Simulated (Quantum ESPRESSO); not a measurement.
Worked example: self-consistent single point of LuAu2 (I4mm, 3 atoms in the cell) in Quantum ESPRESSO.

Method of the run: LDA (PZ), PSlibrary ultrasoft (LDA) pseudopotentials (plane waves; Quantum ESPRESSO).

```
LuAu2
1.0
    1.83158    -1.83158     4.47095
    1.83158     1.83158     4.47095
   -1.83158    -1.83158     4.47095
Lu Au
1 2
Direct
  0.00000   0.00559   0.00559
  0.00000   0.66394   0.66394
  0.00000   0.33606   0.33606
```

Reference input (self-consistent single point, DFT, LDA (PZ), plane waves, PSlibrary ultrasoft (LDA) pseudopotentials): ecutwfc = 50 Ry; ecutrho = 450 Ry; occupations = smearing; smearing = gauss; degauss = 0.0073499 Ry; potentials = {Lu: Lu.pz-spdn-rrkjus_psl.1.0.0.UPF, Au: Au.pz-n-rrkjus_psl.1.0.0.UPF}; K_POINTS = automatic 6 6 6 0 0 0; conv_thr = 1e-11 Ry. This run's input differs from it in these lines:

```diff
@@ -16,4 +16,4 @@
    occupations = 'smearing'
-   smearing = 'gauss'
-   degauss = 0.0073499
+   smearing = 'cold'
+   degauss = 0.073499
 /
@@ -30,3 +30,3 @@
 K_POINTS {automatic}
-6 6 6  0 0 0
+10 10 10  0 0 0
```

Output (repeated stretches shortened):

```
     Self-consistent Calculation

     iteration #  1     ecut=    50.00 Ry     beta= 0.70

     total energy              =    -295.29077933 Ry
     estimated scf accuracy    <       0.33296514 Ry

     iteration #  2     ecut=    50.00 Ry     beta= 0.70

     total energy              =    -295.38781547 Ry
     estimated scf accuracy    <       0.35117439 Ry

     iteration #  3     ecut=    50.00 Ry     beta= 0.70

     total energy              =    -295.45246442 Ry
     estimated scf accuracy    <       0.00286835 Ry

   [... 9 blocks of this kind left out ...]

     iteration # 13     ecut=    50.00 Ry     beta= 0.70

     total energy              =    -295.45761236 Ry
     estimated scf accuracy    <          8.5E-11 Ry

     iteration # 14     ecut=    50.00 Ry     beta= 0.70
     End of self-consistent calculation

     Number of k-points >= 100: set verbosity='high' to print the bands.

     the Fermi energy is    13.8533 ev

!    total energy              =    -295.45761236 Ry
     estimated scf accuracy    <          1.0E-12 Ry
     smearing contrib. (-TS)   =       0.00109497 Ry
     internal energy E=F+TS    =    -295.45870733 Ry

     convergence has been achieved in  14 iterations

     Forces acting on atoms (cartesian axes, Ry/au):

     atom    1 type  1   force =     0.00000000    0.00000000   -0.01067464
     atom    2 type  2   force =    -0.00000000    0.00000000    0.00435938
     atom    3 type  2   force =     0.00000000    0.00000000    0.00631526

     Total force =     0.013147     Total SCF correction =     0.000003

          total   stress  (Ry/bohr**3)                   (kbar)     P=      -90.50
  -0.00058577   0.00000000  -0.00000000          -86.17        0.00       -0.00
   0.00000000  -0.00058577   0.00000000            0.00      -86.17        0.00
   0.00000000   0.00000000  -0.00067417            0.00        0.00      -99.17

   JOB DONE.
```

The run converged in 14 iterations. Against the reference run the free energy rises by 4.3 meV/atom, the pressure goes from -9.28 to -9.05 GPa and the largest force hardly changes (0.271 to 0.274 eV/Å).

The starting cell comes from a database of computed structures (which also holds hypothetical and non-ambient phases and stackings), without a prior relaxation at this level. Its lattice was rescaled by up to half a per cent. One atom was moved a little off its site on purpose. With a pressure of about -9 GPa the cell is away from its equilibrium volume at this level.

Cost on one core of a shared machine: roughly 4 min.
